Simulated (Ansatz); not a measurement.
Consider BaTiO3 in the cubic perovskite structure (space group Pm-3m, No. 221; a = 4.019 Å).

Calculations: PBE, PAW, 420 eV (Ansatz, a quantum-chemistry and plane-wave program; no spin-orbit coupling).

One change was made to it. Results:

```json
[
 {"quantity": "width of the top valence band", "base": "0.95 eV", "after": "0.96 eV"},
 {"quantity": "volume per atom", "base": "12.99 Å³", "after": "12.93 Å³"}
]
```

Problem. Which change produced these results?
A) pressure 0.7 GPa
B) pressure 7.5 GPa
C) pressure −1 GPa
D) pressure 5 GPa

Solution. A, pressure 0.7 GPa. For comparison, the volume per atom in the other runs: pressure 7.5 GPa gives 12.45 Å³; pressure 5 GPa gives 12.62 Å³; pressure −1 GPa gives 13.07 Å³.

The levels and masses belong to the bands next to the band gap. Load acts through the strain it causes; cell and atoms are relaxed under it. No phonon test of stability was made. No other phases were tried under pressure. All final runs are without spin polarisation. Many cubic perovskites are stable only at high temperature; tilts and polar distortions were not tested. This is not the structure that BaTiO3 has at room temperature and ambient pressure.
